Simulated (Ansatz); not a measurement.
The reference is BN in the zinc blende structure (space group F-43m, No. 216; a = 3.581 Å). Axes: x, y, z lie along the cube axes.

Level of theory: Kohn–Sham DFT with the LDA functional, run in Ansatz (a program for electronic structure) with PAW and 420 eV plane waves, no spin-orbit coupling.

Strains are applied to the cell and any free atomic positions relax; under biaxial strain the out-of-plane vector relaxes too.

One change was made to it. Results:

The smallest direct gap falls by 0.01 eV (8.83 eV → 8.82 eV); the electron mass becomes 0.88 mₑ along k, 0.30 mₑ across (at X) (base: 0.90 mₑ along k, 0.30 mₑ across (at X)); the band gap shrinks by 0.12 eV, from 4.39 eV to 4.27 eV.

Task: What was done to the base?
(A) biaxial strain −3.00 %, plane normal [001], relaxed out of plane
(B) biaxial strain +1.50 %, plane normal [001], relaxed out of plane
(C) biaxial strain −1.00 %, plane normal [001], relaxed out of plane
(D) biaxial strain −0.50 %, plane normal [001], relaxed out of plane

Result: C, biaxial strain −1.00 %, plane normal [001], relaxed out of plane. For comparison, the band gap in the other runs: biaxial strain −3.00 %, plane normal [001], relaxed out of plane gives 4.02 eV; biaxial strain −0.50 %, plane normal [001], relaxed out of plane gives 4.33 eV; biaxial strain +1.50 %, plane normal [001], relaxed out of plane gives 3.97 eV.

Effective masses come from finite differences of ±0.01 Å⁻¹. Along k means along the line from Γ to the band edge. Whether these cells are dynamically stable was not tested.
